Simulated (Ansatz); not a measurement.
The reference is Ti in the hcp (Mg type) structure (space group P6_3/mmc, No. 194; a = 2.936 Å, c = 4.636 Å).

All numbers come from r2SCAN/PAW in Ansatz (an electronic-structure program), no SOC.

One change was made to it. Results:

The density grows by 8.67 g/cm³ (4.59 g/cm³ → 13.26 g/cm³); the shortest interatomic distance goes up by 0.255 Å, from 2.872 Å to 3.127 Å; the c/a ratio hardly moves (1.579 against 1.578).

### Question
What was done to the base?
A. Ti → Zr
B. Ti → Hf
C. Ti → Sc

### Answer
B, Ti → Hf. For comparison, the density in the other runs: Ti → Sc gives 3.00 g/cm³; Ti → Zr gives 6.45 g/cm³.

No phonon test of stability was made. All final runs are without spin polarisation.
